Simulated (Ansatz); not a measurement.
The starting structures come from a database of crystals and need not be the phases stable at ambient conditions.

Tunnelling through a barrier is set by its complex band structure: the current falls as exp(−2κd) with the smallest κ.

Given:

```yaml
crystal:
  lattice:
    - [4.33371, 0.00000, 0.00000]
    - [0.00000, 6.43737, 0.00000]
    - [2.16685, 3.21868, 3.77883]
  atoms:
    - { symbol: Cs, position: [0.74644, 0.74644, 0.50712] }
    - { symbol: Cs, position: [0.25356, 0.25356, 0.49288] }
    - { symbol: O, position: [0.00000, 0.38280, 0.00000] }
    - { symbol: O, position: [0.00000, 0.61720, 0.00000] }
```

Space group of this cell: Immm. The cell is taken as given.

Transport runs along the normal of the first two printed cell vectors.

The gap is the functional's own, uncorrected, and κ follows it; spin-orbit coupling is left out. Mid-gap values are interpolated between the computed energies.

Question: State the band gap and the smallest decay constant κ at mid-gap according to r2SCAN (Ansatz, an electronic-structure program).

Answer: Gap 2.15 eV on a 8×8×8 mesh; κ = 0.315 1/Å, at (0.000, 0.167) of the in-plane reciprocal vectors. At the zone centre, at the nearest computed energy, the slowest state has κ = 0.35 1/Å.
